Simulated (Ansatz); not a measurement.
Base system: Pd in the fcc (Cu type) structure (space group Fm-3m, No. 225; relaxed with 0.1 eV smearing).

```
CELL_PARAMETERS angstrom
      0.00000     1.92070     1.92070
      1.92070     0.00000     1.92070
      1.92070     1.92070     0.00000
ATOMIC_POSITIONS crystal
  Pd 0.00000 0.00000 0.00000
```

Cartesian axes are those of the cell as printed.

All numbers come from DFT with LDA, PAW potentials and a 420 eV plane-wave cutoff in Ansatz (a first-principles code), no spin-orbit coupling.

It is then changed as follows: uniaxial strain ε_zz = −2.00 %, all other strain components held at zero; the atoms relax in the strained cell.

Question: Estimate the effect on the stress.

Answer: The stress (xx, yy, zz, yz, xz, xy; compression positive) amounts to (4.4, 4.4, 5.8, 0.0, 0.0, 0.0) GPa.

Question: Estimate the effect on the energy relative to the base.

Answer: The energy grows by 5.0 meV/atom.

No phonon test of stability was made. All final runs are without spin polarisation.
